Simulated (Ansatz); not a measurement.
Functionals compared on the (110) surface of fcc Ir in its 1x1 cell (the real clean face reconstructs), outermost plane spacing 1.37 Å in the ideal cut, in Ansatz (plane waves, PAW). The structure was relaxed with PBE; the other rows are single points on it, each with its references at the same level. Cutoff 420 eV (500 eV for r2SCAN).

Slab: 8 atoms, 9.6 Å thick at the start (thin: gaps and levels are the slab's own); k 14x10x1, smearing 0.1 eV, dipole-corrected; all atoms relaxed; symmetry of the start imposed; no spin, no spin-orbit, no U. These notes are the PBE run's.

| functional | surface energy (J/m²) | work function of the top face (eV) | rough cost of the single point |
|---|---|---|---|
| PBE | 2.86 | 4.86 | – |
| LDA | ___ | ___ | about 50 core-seconds (a rough figure) |
| PBEsol | 3.31 | 4.98 | very roughly 50 core-seconds |
| RPBE | 2.61 | 4.70 | very roughly 50 core-seconds |
| r2SCAN | 3.11 | 4.84 | around 100 core-seconds (rough) |

What belongs in the gaps?


- LDA, surface energy (J/m²): 3.48
- LDA, work function of the top face (eV): 5.23

Ansatz is a quantum-chemistry and plane-wave program.
